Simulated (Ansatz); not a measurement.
**What uniaxial strain ε_zz = +2.25 % does to SiO2**

Base system: SiO$_{2}$ (space group P3_221, No. 154; a = 4.8658 Å, c = 5.3652 Å). Axes: x lies along a and z along c of the hexagonal cell.

Modification: the cell is stretched by 2.25 % along z with no lateral relaxation; the atoms relax in the strained cell.

Computed with DFT with LDA, PAW potentials and a 420 eV plane-wave cutoff in Ansatz (a quantum-chemistry and plane-wave program), no spin-orbit coupling. Settings: 8×8×6 k-points, 0.05 eV Fermi–Dirac smearing.

The volume per atom grows by 0.28 Å³ (12.22 Å³ → 12.50 Å³) and the space group stays P3_221 (No. 154). The shortest interatomic distance stays essentially unchanged (1.608 Å against 1.609 Å) and the energy rises by 1.9 meV/atom. The pressure (mean of the normal stresses, compression positive) goes from zero to -0.83 GPa and the band gap shrinks by 0.07 eV to 5.76 eV. The gap character is still indirect, K → Γ and the width of the top valence band shrinks by 0.02 eV (0.58 eV → 0.56 eV). The stress (xx, yy, zz, yz, xz, xy; compression positive) comes out as (-0.18, -0.18, -2.14, 0.00, 0.00, 0.00) GPa.

Final structure:

```xyz
9
Lattice="4.8658 0.0000 0.0000 -2.4329 4.2139 0.0000 0.0000 0.0000 5.4859" Properties=species:S:1:pos:R:3 pbc="T T T"
Si    -1.1403     1.9751     1.8286
Si     1.2926     2.2389     0.0000
Si     2.2806     0.0000     3.6573
O      0.3124     1.7374     1.1794
O      0.7721     3.6158     4.8367
O      3.2050     0.5982     2.4779
O      2.7453     2.4766     0.6492
O      1.3484     1.1392     4.3065
O     -1.0845     3.0747     3.0081
```

Stability against distortions was not tested.
